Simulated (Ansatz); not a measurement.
Amorphous Hf₁₂O₃₃La₆, 51 atoms at 7.89 g/cm³, one PBE-relaxed geometry, zone centre. Methods: PBE, scalar-relativistic without spin-orbit coupling (Ansatz, a program for electronic structure); r2SCAN, scalar-relativistic without spin-orbit coupling (Ansatz); HSE06, scalar-relativistic without spin-orbit coupling (Ansatz). Plane waves to 420 eV (r2SCAN 500 eV); exact exchange is cut at the cell's faces. All rungs ran without spin polarisation.

It comes from a melt-quench run on a machine-learned potential (CHGNet), relaxed afterwards by DFT. O atoms were pushed apart under 1.9 Å during the dynamics, to hinder bonds among them. The hot cell started wider than the set density and was brought back towards it in steps. It is the lowest in DFT energy of 2 quenches. It is a model cell: composition and starting density were chosen by hand, and all elements were melted together. No dispersion term was used. Its density started from a set value of 8.12 and ended at 7.89 g/cm³. The quench (nominally 450 K/ps over its main leg) was far faster than any real one, so the model tends to hold more defects than a real film. A cell of this size samples the disorder only roughly. The volume was free in the relaxation, at fixed shape. Stress components on the final sampling reach 2.3 GPa.

The relaxation ran on the zone centre alone. At PBE the gap is 3.94 eV on a 2×2×2 Γ-centred mesh, and the spacing at the zone centre alone 3.97 eV.

Task: What zone-centre spacing does r2SCAN give, roughly?

Result: 4.45 eV (+0.48 eV against PBE).

Task: What zone-centre spacing does HSE06 give, roughly?

Result: 5.51 eV (+1.54 eV against PBE).

The highest filled and the lowest empty state spread over these numbers of atoms (participation numbers): PBE: 12.1 and 23.5; r2SCAN: 11.5 and 25.0; HSE06: 11.4 and 30.0.
